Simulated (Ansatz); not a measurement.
**O on the N site (broken-bond start) in wurtzite GaN**

All values below come from PBE, PAW (plane waves to 420 eV; Ansatz, a program for electronic structure). Cell: 96 sites, 3×2×2; final energies on a 2×2×2 shifted mesh. Sites at the start: the N site; started 0.95 Å off site, one bond broken. Charged cells carry a point-charge image correction with potential alignment at far atoms. Dielectric constants: PBE linear response of the host. Host gap at this level: 1.71 eV. Finite-size and sampling errors can reach tenths of an eV here. The semilocal functional narrows the gap, so deep levels can fall outside it. Spin–orbit coupling is left out. Each state is the lowest found from its start.

Formation energies E_f are given with the Fermi level at the valence-band maximum. Chemical conditions: Ga-rich (Δμ(N) = -0.88 eV, Δμ(O) = -3.04 eV, bounded by beta Ga2O3; only phases computed here count, gases as isolated molecules at 0 K); N-rich (Δμ(N) = 0.00 eV, Δμ(O) = -2.45 eV, bounded by beta Ga2O3; only phases computed here count, gases as isolated molecules at 0 K). Reference phases: N: N2 molecule in a box, O: O2 molecule in a box.

```json
[
 {"charge": "+1", "moment (μB)": "not spin-polarised", "largest move off a lattice site (Å)": "0.09", "image correction with alignment (eV)": "0.16", "E_f, Ga-rich (eV)": "-1.22", "E_f, N-rich (eV)": "-0.92"},
 {"charge": "0*", "moment (μB)": "quenched", "largest move off a lattice site (Å)": "0.09", "image correction with alignment (eV)": "–", "E_f, Ga-rich (eV)": "–", "E_f, N-rich (eV)": "–"},
 {"charge": "−1*", "moment (μB)": "not spin-polarised", "largest move off a lattice site (Å)": "0.09", "image correction with alignment (eV)": "–", "E_f, Ga-rich (eV)": "–", "E_f, N-rich (eV)": "–"}
]
```

* At this level the carrier isn't localised at the defect: at charge 0 electrons occupy the conduction band; at charge −1 electrons occupy the conduction band. Such a state is shallow or no state of the defect, and this cell gives it no level.

Starting moments that weren't kept: charge 0 began with 1 μB and ended with 0.0.

No other site or start that was run ended lower by more than 0.1 eV.

Flagged in the runs: a doubtful potential alignment, a host whose relaxation on this sampling wasn't shown to rest.
